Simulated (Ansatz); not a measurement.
The parent structure is MgTe in the zinc blende structure (space group F-43m, No. 216; a = 6.438 Å).

All numbers come from DFT with PBEsol, PAW potentials and a 420 eV plane-wave cutoff in Ansatz (an electronic-structure program), spin-orbit coupling left out, earlier PAW set.

Carriers are added at fixed cell with a uniform background; the Fermi–Dirac width is that of 300 K.

One change was made to it. Results:

The gap between the host's bands shrinks by 0.03 eV to 2.32 eV; the Fermi level relative to the doped band's edge (positive inside the band; to 0.05 eV) comes out as +0.70 eV; the gap character stays direct at Γ.

What was done to the base?
A) holes 1.0×10^21 cm⁻³
B) electrons 1.0×10^21 cm⁻³
C) holes 7.0×10^20 cm⁻³

B, electrons 1.0×10^21 cm⁻³. For comparison, the Fermi level from band edge in the other runs: holes 7.0×10^20 cm⁻³ gives +0.10 eV; holes 1.0×10^21 cm⁻³ gives +0.10 eV.

Charged cell with a jellium background: band edges are those of the host's band count, energies are not comparable with the neutral cell, and many-body gap narrowing is missing. Spin-orbit coupling, missing from the scalar runs, can matter with Te. No phonon test of stability was made.
